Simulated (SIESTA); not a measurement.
Band structure of Si (Fd-3m, 2 atoms in the cell).

```yaml
crystal:
  lattice:
    - [0.00000, 2.71550, 2.71550]
    - [2.71550, 0.00000, 2.71550]
    - [2.71550, 2.71550, 0.00000]
  atoms:
    - { symbol: Si, position: [0.00000, 0.00000, 0.00000] }
    - { symbol: Si, position: [0.25000, 0.25000, 0.25000] }
```

Method: GGA PBE, numerical atomic orbitals TZP, PseudoDojo PBE standard norm-conserving potentials (rewritten from UPF to PSML) run with SIESTA.

Settings: XC.functional = GGA; XC.authors = PBE; potentials = PseudoDojo PBE standard; PAO.BasisSize = TZP; PAO.EnergyShift = 0.01 Ry; MeshCutoff = 350 Ry; kgrid.MonkhorstPack = 7 7 7; OccupationFunction = FD; ElectronicTemperature = 116.05 K; MaxSCFIterations = 150; SCF.Mixer.Method = Pulay; SCF.Mixer.Weight = 0.2; SCF.Mixer.History = 6; SCF.DM.Tolerance = 1.0E-05.

The starting cell has typed, rounded lattice constants, without a prior relaxation at this level. Values carry the incompleteness of an atom-centred basis.

**Question.** Predict the gap along the standard path and the places of the band edges.

**Answer.** The gap along the path is 0.54 eV, from Γ to a point between Γ and X; the smallest direct gap on it is 2.52 eV.

Levels in eV from the top of the valence band on the path, bands 1 to 5:
```json
[
 {"point": "Γ", "1": "-11.91", "2": "0.00", "3": "0.00", "4": "0.00", "5": "2.52"},
 {"point": "X", "1": "-7.87", "2": "-7.87", "3": "-2.90", "4": "-2.90", "5": "0.67"},
 {"point": "W", "1": "-7.70", "2": "-7.70", "3": "-3.90", "4": "-3.90", "5": "4.27"},
 {"point": "K", "1": "-8.28", "2": "-7.29", "3": "-4.35", "4": "-2.47", "5": "1.18"},
 {"point": "L", "1": "-9.68", "2": "-7.02", "3": "-1.24", "4": "-1.24", "5": "1.51"},
 {"point": "U", "1": "-8.28", "2": "-7.29", "3": "-4.35", "4": "-2.47", "5": "1.18"}
]
```

Higher empty bands are left out: an atom-centred basis made for the valence describes them poorly.
